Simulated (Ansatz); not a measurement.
```yaml
crystal:
  lattice:
    - [14.50000, 0.00000, 0.00000]
    - [0.00000, 14.50000, 0.00000]
    - [0.00000, 0.00000, 6.41712]
  atoms:
    - { symbol: K, position: [0.39230, 0.39230, 0.00000] }
    - { symbol: Br, position: [0.38383, 0.38383, 0.50000] }
    - { symbol: Br, position: [0.38383, 0.61617, 0.00000] }
    - { symbol: K, position: [0.39230, 0.60770, 0.50000] }
    - { symbol: Br, position: [0.61617, 0.38383, 0.00000] }
    - { symbol: K, position: [0.60770, 0.39230, 0.50000] }
    - { symbol: K, position: [0.60770, 0.60770, 0.00000] }
    - { symbol: Br, position: [0.61617, 0.61617, 0.50000] }
```

These are PBE (plane waves to 420 eV, PAW; Ansatz, a quantum-chemistry and plane-wave program) values and carry that method's errors. Mesh 1×1×48. No spin polarisation. It repeats along c; a and b span vacuum. A hypothetical model. Only distortions within the start's symmetry and period were free. Values not marked SOC lack spin–orbit coupling.

**Question.** Tabulate the two highest filled and two lowest empty levels along the axis, from the valence top.

**Answer.** 
```csv
k (2π/c),v2 (eV),v1 (eV),c1 (eV),c2 (eV)
0.000,-0.03,0.00,4.53,–
0.042,-0.04,0.00,4.54,–
0.083,-0.05,-0.01,4.57,–
0.125,-0.06,-0.02,4.62,–
0.167,-0.06,-0.03,4.69,–
0.208,-0.06,-0.04,4.77,–
0.250,-0.07,-0.06,4.87,–
0.292,-0.07,-0.07,4.98,–
0.333,-0.07,-0.07,–,–
0.375,-0.08,-0.08,–,–
0.417,-0.09,-0.09,–,–
0.458,-0.09,-0.09,–,–
0.500,-0.09,-0.09,–,–
```
A dash stands for levels within 1 eV of the vacuum level or above it.
